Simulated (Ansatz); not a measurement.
Base system: InSb in the zinc blende structure (space group F-43m, No. 216; a = 6.450 Å). Axes: x, y, z lie along the cube axes.

Computed with LDA (Ansatz, a program for electronic structure, PAW, no spin-orbit coupling).

For the base:

```
Item                             Value
-----------------------------  -------
Pressure                       0.0 GPa
Shortest interatomic distance  2.793 Å
```

The change: uniaxial strain ε_zz = −2.00 %, all other strain components held at zero; the atoms relax in the strained cell.

How does this affect the pressure, energy relative to the base and shortest interatomic distance?

The pressure (mean of the normal stresses, compression positive) goes from zero to 1.0 GPa; the energy goes up by 2.8 meV/atom; the shortest interatomic distance shrinks by 0.0185 Å, from 2.793 Å to 2.774 Å.

Whether these cells are dynamically stable was not tested. All final runs are without spin polarisation.
